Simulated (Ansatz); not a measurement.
We consider CaTiO₃ (Pnma, No. 62), described by PBEsol (PAW; Ansatz, a quantum-chemistry and plane-wave program).

Numerical settings: plane-wave cutoff 520 eV, 6×6×6 k mesh, Fermi–Dirac smearing 0.01 eV, no spin polarisation, scalar-relativistic PAW data made under PBE.

Shape and atoms are relaxed at each volume.

Pressure at four volumes; x = ln(V/11.013 Å³). One pressure is withheld.

```tsv
V (Å³/atom)	x	P (GPa)
10.573	-0.0408	?
10.793	-0.0202	3.92
11.013	0.0000	0.00
11.454	0.0393	-6.71
```

Problem. Pass a parabola P(x) through the three rows shown, estimate the bulk modulus and its pressure derivative near zero pressure, and predict the withheld pressure.

Solution. Slopes between the rows: (0.00 − (3.92))/(0.0000 − (-0.0202)) = -194.06 and (-6.71 − (0.00))/(0.0393 − (0.0000)) = -170.74 GPa. Their difference over the span 0.0595 is c = 23.32/0.0595 = 391.9 GPa, so P(x) = 3.92 + (-194.06)(x − (-0.0202)) + 391.9 (x − (-0.0202))(x − (0.0000)). At the middle row B = −dP/dx = −[-194.06 + 391.9 × 0.0202] = 186.1 GPa, and B′ = dB/dP = 2c/B = 4.2. At x = -0.0408 the parabola gives 8.25 GPa; the run gives 8.28 GPa. The Birch–Murnaghan fit to the energies at all volumes has B0 = 186 GPa and B′ = 4.3.

Note: the relaxation could not lower the start's symmetry, so the cell can be a saddle point above a distorted one.
